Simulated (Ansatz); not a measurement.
Consider Y in the hcp (Mg type) structure (space group P6_3/mmc, No. 194; a = 3.594 Å, c = 5.610 Å; relaxed with 0.1 eV smearing). Axes: x lies along a and z along c of the hexagonal cell.

All numbers come from PBEsol/PAW in Ansatz (a program for electronic structure), no spin-orbit coupling.

For the base:

The shortest interatomic distance comes out as 3.489 Å and the band gap is zero.

It is then changed as follows: the cell is compressed by 3.00 % along z with no lateral relaxation, atoms relaxed at fixed cell.

Question: What happens to the energy relative to the base, stress, shortest interatomic distance and band gap?

Answer: The energy goes up by 7.6 meV/atom; the stress (xx, yy, zz, yz, xz, xy; compression positive) amounts to (0.8, 0.8, 2.6, 0.0, 0.0, 0.0) GPa; the shortest interatomic distance falls by 0.067 Å (3.489 Å → 3.422 Å); the band gap is still zero.

The cells carry an imposed strain or load. Whether these cells are dynamically stable was not tested. The final runs are not spin-polarised.
